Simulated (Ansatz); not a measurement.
An Ansatz (a first-principles code) run: Bi; Kohn–Sham DFT with the PBEsol-D3(BJ) functional, run in Ansatz with PAW and 420 eV plane waves, without spin-orbit coupling.

Input:

Ansatz 0.2 input:
```yaml
crystal:
  lattice:
    - [2.236209752, 1.2910763023, 3.7597155255]
    - [-2.236209752, 1.2910763023, 3.7597155255]
    - [0, -2.5821526045, 3.7597155255]
  atoms:
    - { symbol: Bi, position: [0.2396577645, 0.2396577645, 0.2396577645] }
    - { symbol: Bi, position: [0.7603422355, 0.7603422355, 0.7603422355] }
basis: { ecutwfc: 420, ecutrho_ratio: 4, xc_grid: 2, fft_grid_basis: typed }
kpoints: { mp_grid: { grid: [13, 13, 13] } }
hamiltonian:
  xc: pbesol
  dispersion: d3bj
  pseudopotentials: { kind: paw }
scf: { occupations: { method: fermi_dirac, width: 0.05 }, convergence: { dr2_threshold: 0.0000000002 } }
output: { forces: true, stress: true }
```

Output (explanatory and most iteration lines left out):

```
Pseudopotential: Bi, paw, valence charge 15
Crystal: 2 atoms, lattice volume = 65.128 Å³
Basis set: ecut = 420 eV, 1267 PW (Γ), exchange–correlation on 64×64×64 points (8 copies of the dense FFT grid, shifted against one another)
Bands: 19, of which v1, the nominal top of the filled ones, is band 15 counted from 1 (14 counted from 0)
Symmetry: 12 space group operations
Space group: R-3m (ITA 166), of the structure as read, at distance tolerance 4.0e-5 Å
k-points: 231 of 2197
Functional: x = pbesol(κ = 0.804, μ = 0.12345679012345678), c = pbesol(β = 0.046)
SCF iter   1: F=—  HF=-24484.978462 eV  |F-HF|=—  |Δ(HF+E_count)|=         —  Δρ=2.04e-3  dr2=2.43e-3  ethr=1.77e-3  ⟨swp⟩=6.3  Hψ=21190  notcnv=0
SCF iter   2: F=—  HF=-24484.976961 eV  |F-HF|=—  |Δ(HF+E_count)|=   1.50e-3  Δρ=7.85e-4  dr2=2.75e-4  ethr=8.11e-6  ⟨swp⟩=2.4  Hψ=10090  notcnv=0
SCF 1 converged in 7 iterations: F = -24484.977000 eV  dr2 = 2.13e-11
SCF converged after 7 iterations
Free energy (F): -24484.977000 eV
Internal energy: -24484.975104 eV  (E = F + TS)
E sigma→0 (E₀):  -24484.976052 eV
Entropy (-TS):   -0.001895 eV (-0.948 meV/atom)
Fermi energy:    10.738522 eV
  E_disp       = -1.000881  (pairwise vdW)
--- Forces (eV/Å), atoms counted from 1 ---
  atom   1  Bi     0.00000000    -0.00000000    -0.00022604
  atom   2  Bi     0.00000000     0.00000000     0.00022604
--- Stress (GPa, compression-positive) ---
        0.005185       0.000000       0.000000
        0.000000       0.005185      -0.000000
        0.000000      -0.000000      -0.000021
  P = ⅓ Tr σ = 0.0034 GPa (0.034 kbar)
```

With Bi present, leaving out spin-orbit coupling can change the band edges. Stability against distortions was not tested. The cell is Bi in the A7 type structure (space group R-3m, No. 166).
